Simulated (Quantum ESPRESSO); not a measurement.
**Pressure against volume in zinc-blende CdS (space group 216) (Quantum ESPRESSO, PBE)**

```xyz
2
Lattice="0.0000 2.8583 2.8583 2.8583 0.0000 2.8583 2.8583 2.8583 0.0000" Properties=species:S:1:pos:R:3 pbc="T T T"
Cd     0.0000     0.0000     0.0000
S      4.2874     4.2874     4.2874
```

Computed with PBE, PSlibrary PAW (PBE) pseudopotentials (plane waves; Quantum ESPRESSO). Settings: ecutwfc = 58 Ry; ecutrho = 696 Ry; occupations = smearing; smearing = fd; degauss = 0.000734986 Ry; potentials = {Cd: Cd.pbe-n-kjpaw_psl.1.0.0.UPF, S: S.pbe-n-kjpaw_psl.1.0.0.UPF}; K_POINTS = automatic 10 10 10 0 0 0; conv_thr = 1e-10 Ry. The cell above is the first row's. The rows scale it uniformly. In all rows fractional positions and the k mesh are held.

```csv
V (Å^3/atom),P (GPa)
23.351,7.65
23.859,5.86
24.366,4.26
24.874,2.81
25.381,1.52
25.889,0.38
26.397,-0.67
26.904,-1.59
27.412,?
```

The 8 complete rows are fitted with a cubic, P against V. With u = V - 25.1, the rows have u = -1.7490, -1.2410, -0.7340, -0.2260, 0.2810, 0.7890, 1.2970, 1.8040. Least squares gives P = 2.222 - 2.5555·u + 0.2798·u² - 0.01930·u³. Residuals (row less fit): -0.001, -0.001, 0.004, -0.004, -0.006, 0.010, -0.006, 0.001; standard error 0.007 (degrees of freedom: 4). The fitted pressure is zero at V0 = 26.06, where dP/dV = -2.070, so B0 = -V0·dP/dV = 53.9 GPa.

**Question.** Estimate the missing P (V = 27.412); what did the run itself give?

**Answer.** u = 2.3120, so P = 2.222 - 2.5555 × 2.3120 + 0.2798 × 2.3120² - 0.01930 × 2.3120³ = -2.429 GPa. The calculation gives -2.42 GPa, 0.009 GPa above the prediction (0.1 % of the range of P in the table). The row lies outside the fitted rows, so this is an extrapolation. From the scatter of the fitted rows alone, a prediction at this place has a standard error of 0.019 GPa, so the miss is 0.5 times that.

Carrying the step between the two nearest rows on in a straight line would have given -2.51, off by 0.09; series whose last step already gives the withheld value aren't shown. The scan was laid around a cell of about the measured size, scaled by a guess for this functional. This is a metastable polymorph. The runs keep the symmetry of the cell, so they don't test it for distortions. Cutoffs and mesh are single choices, not tested for convergence of this quantity. Series with a scatter that would blur these digits, or in which a gap closes, are not shown.
